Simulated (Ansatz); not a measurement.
Cost and result by functional for the adsorption energy of SiH3 on the 1x1 (101) surface of anatase TiO2 (cut with top plane O), one in a 2x1 cell, started at the site 'over Ti at depth 1.4 Å', in Ansatz (plane waves, PAW). Single points on the PBE structure, on one kind of machine; costs are rough ratios of the slab run's core time (references not counted) to the cheapest single point. r2SCAN's cost holds its higher cutoff (500 against 420 eV). Differences are taken against r2SCAN for comparison alone: no measured value is at hand, so the table doesn't rank accuracy. The points keep PBE's geometry, so the relaxation of a polaron and the settling of charge on one site are left out.

Host crystal: anatase TiO2, with a band gap (PBE, scalar-relativistic without spin-orbit coupling).

Set-up: 40 atoms, 9.4 Å thick at the start under the adsorbate (thin: gaps and levels are the slab's own); mesh 3x4x1; 0.01 eV smearing; dipole correction on; 14 atoms held, the rest relaxed; no symmetry held; spin-polarised, ending with about 0.4 μB a cell, a value that depends on the mesh; orders that need a larger cell were not tried, no spin-orbit, no U, no dispersion correction. The slab shows no gap over 0.04 eV on its mesh. At the end it is bonded to O. In PBE it is, or lies within 0.03 eV of, the lowest of the starts that converged. These notes are the PBE run's. r2SCAN: The program's check for a lower electronic state was not made. Adsorption energies are against SiH4(g) − ½ H2(g). A negative adsorption energy means that the adsorbate is more stable on the surface than in its reference.

```json
[
 {"functional": "RPBE", "relative cost": "1", "adsorption energy (eV)": "-0.17", "less r2SCAN (eV)": "0.39"},
 {"functional": "r2SCAN", "relative cost": "2", "adsorption energy (eV)": "-0.56", "less r2SCAN (eV)": "0.00"},
 {"functional": "PBE (the relaxed run's value)", "relative cost": "–", "adsorption energy (eV)": "-0.39", "less r2SCAN (eV)": "0.18"}
]
```

The values span 0.39 eV, while the single points' costs differ by a factor of roughly 2. Differences are of unrounded values.

Ansatz is a first-principles code.
